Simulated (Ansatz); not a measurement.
Candidates (primitive cells; geometry: relaxed with this functional, without spin-orbit coupling):
A. Sc3InN (Pm-3m), a = b = c = 4.415 Å, α = β = γ = 90.00°
B. LuPd (Pm-3m), a = b = c = 3.392 Å, α = β = γ = 90.00°
C. Re (P6_3/mmc), a = 2.749 Å, b = 2.749 Å, c = 4.449 Å, α = 90.00°, β = 90.00°, γ = 120.00°
D. TaC (Fm-3m), a = b = c = 3.1392 Å, α = β = γ = 60.00°

Task: Put the candidates in order of logarithmic mean phonon energy, lowest first, for PBEsol, DFPT electron-phonon coupling, linearised Boltzmann equation (Ansatz, a program for electronic structure).

Result: B (9.1 meV), C (15.4 meV), D (23 meV), A (31 meV)

Metals; harmonic phonons. Halving the electron mesh moves these values by up to 5 %; q meshes are mostly untested. Spin-orbit coupling is left out.

Formula and space group known from diffraction (Crystallography Open Database), not checked to be the room-temperature form: LuPd (Pm-3m), Sc3InN (Pm-3m). The missing spin-orbit coupling matters most for LuPd (Pm-3m), Re (P6_3/mmc), TaC (Fm-3m).
